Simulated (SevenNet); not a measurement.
# Stishovite (SiO2)

Method: the machine-learned potential SevenNet-0 (trained on PBE and PBE+U data).

Cell (relaxed at this level):

```cif
data_O4Si2
_chemical_formula_sum 'Si2 O4'
_space_group_name_H-M_alt 'P42/mnm'
_space_group_IT_number 136
_space_group_name_Hall '-P 4n 2n'
_cell_length_a 4.22968
_cell_length_b 4.22968
_cell_length_c 2.69452
_cell_angle_alpha 90.000
_cell_angle_beta 90.000
_cell_angle_gamma 90.000
loop_
_atom_site_label
_atom_site_type_symbol
_atom_site_symmetry_multiplicity
_atom_site_Wyckoff_symbol
_atom_site_fract_x
_atom_site_fract_y
_atom_site_fract_z
_atom_site_occupancy
Si1 Si 2 a 0.00000 0.00000 0.00000 1
O1 O 4 f 0.30671 0.30671 0.00000 1
```

For stishovite (SiO2), the lattice parameter a comes out as 4.230 Å and the lattice parameter c is 2.695 Å. The volume per atom is 8.03 Å³/atom.

Measured, for comparison: lattice constant a 4.179 Å, lattice parameter c 2.665 Å (room temperature, not corrected to a static lattice; as tabulated in Hiroi (2015), arXiv:1503.02262). Computed (rounded) less measured: lattice constant a +1.2 %, lattice parameter c +1.1 %.

A machine-learned potential is trained on density-functional data: it inherits that level's misses and adds fitting errors of its own.
